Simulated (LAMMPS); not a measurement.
Ta (bcc) at 2630 K and zero pressure, started from the melt, with several potentials, in cells of their own sizes.

Potentials compared:
- EAM-type CuTa.eam.alloy: classical MD, pair style eam/alloy, file CuTa.eam.alloy (LAMMPS); X. W. Zhou, R. A. Johnson,  H. N. G. Wadley, Phys. Rev. B, 69, 144113 (2004)
- MEAM library.meam-Ta: classical MD, pair style meam, file library.meam (library.meam-Ta) (LAMMPS); Baskes, Phys Rev B, 46, 2727-2742 (1992)
- SNAP Ta06A.snap: MD with a machine-learned potential, pair style snap, file Ta06A.snap (LAMMPS); Thompson, Swiler, Trott, Foiles and Tucker, arxiv.org, 1409.3880 (2014)

| potential | state | volume | first peak of g(r) | coordination number | self-diffusion coefficient of Ta (not corrected for cell size) | mean phonon frequency | rough cost (ms per atom and simulated ps) |
|---|---|---|---|---|---|---|---|
| EAM-type CuTa.eam.alloy | liquid | 19.149 ± 0.002 Å³/atom | 2.82 Å, height 2.5 | 13.5 (counted to 3.98 Å) | (1.77 ± 0.05) × 10^-5 cm²/s | 3.1 THz | 1 to 3 |
| MEAM library.meam-Ta | liquid | 21.71 ± 0.01 Å³/atom | 2.75 Å, height 2.4 | 7.76 (counted to 3.46 Å) | (1.67 ± 0.04) × 10^-5 cm²/s | 3.8 THz | 3 to 10 |
| SNAP Ta06A.snap | liquid | 19.13 ± 0.01 Å³/atom | 2.79 Å, height 2.5 | 13.6 (counted to 4.02 Å) | (1.65 ± 0.08) × 10^-5 cm²/s | 3.2 THz | 100 to 300 |

Costs are rough: whole-run CPU time with set-up and analysis, from shared machines, in bands a factor of about three wide.

Caution (row EAM-type CuTa.eam.alloy): this liquid lies under the melting point of about 3260 K that EAM-type CuTa.eam.alloy gives, so it is undercooled.

Caution: the potential MEAM library.meam-Ta is a first-neighbour MEAM set with a 4 Å cutoff, used here without a parameter file and away from the static properties it was fitted to.

Caution (rows MEAM library.meam-Ta; SNAP Ta06A.snap): this liquid lies under the measured melting point of 3290 K, so it is undercooled or the potential melts low.

Caution (rows MEAM library.meam-Ta; SNAP Ta06A.snap): a run this short can hold a crystal over, or a liquid under, the potential's own melting point, which these runs don't give.

States go by the mean squared displacement: a species diffuses where it passes 1.5 Å², still rises and gives D over 1e-6 cm²/s; a crystal has left its structure where atoms lie 0.35 Å off their sites on average or a cubic box changes its shape by 3 %, or the axial ratios of another lie 8 % off the starting cell's, which the potential's own relaxation can also do.

Errors of D are the spread over four groups of atoms in one short run; a floor of about 5 %, a picked value, is safer.

Errors shown are sampling errors alone.
